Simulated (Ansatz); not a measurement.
Reference: ZnO (P6_3mc), PBEsol with spin-orbit coupling, rigid bands (plane waves, PAW; Ansatz, a program for electronic structure); axes and stresses refer to this cell.

```
ZnO
1.0
    3.22997     0.00000     0.00000
   -1.61498     2.79723     0.00000
    0.00000     0.00000     5.21435
Zn O
2 2
Direct
  0.66667   0.33333   0.50068
  0.33333   0.66667   0.00068
  0.66667   0.33333   0.87963
  0.33333   0.66667   0.37963
```

- Seebeck coefficient, p-type 1e19 cm⁻³: 434 μV/K
- band gap: 0.69 eV
- hole conductivity mass: 2.1 mₑ

| Change | Seebeck coefficient, p-type 1e19 cm⁻³ | band gap | hole conductivity mass |
|---|---|---|---|
| biaxial stress xx = yy = -2 GPa (compression positive) | 435 μV/K | 0.70 eV | 2.1 mₑ |
| uniaxial stress zz = -1 GPa (compression positive) | [?] | 0.67 eV | [?] |
| uniaxial stress zz = 1 GPa (compression positive) | 433 μV/K | 0.70 eV | 2.1 mₑ |
| uniaxial stress zz = 2 GPa (compression positive) | 431 μV/K | [?] | 2.0 mₑ |

Task: What belongs in the gaps?

Result: 
- uniaxial stress zz = -1 GPa (compression positive), Seebeck coefficient, p-type 1e19 cm⁻³: 435 μV/K
- uniaxial stress zz = -1 GPa (compression positive), hole conductivity mass: 2.1 mₑ
- uniaxial stress zz = 2 GPa (compression positive), band gap: 0.72 eV

Masses are for dilute carriers at 300 K, harmonic means over directions unless an axis is named. Seebeck coefficients are for the stated density at 300 K, with one relaxation time for all states and whether or not that doping can be reached. Stresses and pressures are the targets of the relaxation.  The structure type is held under load, also where the real crystal would transform.
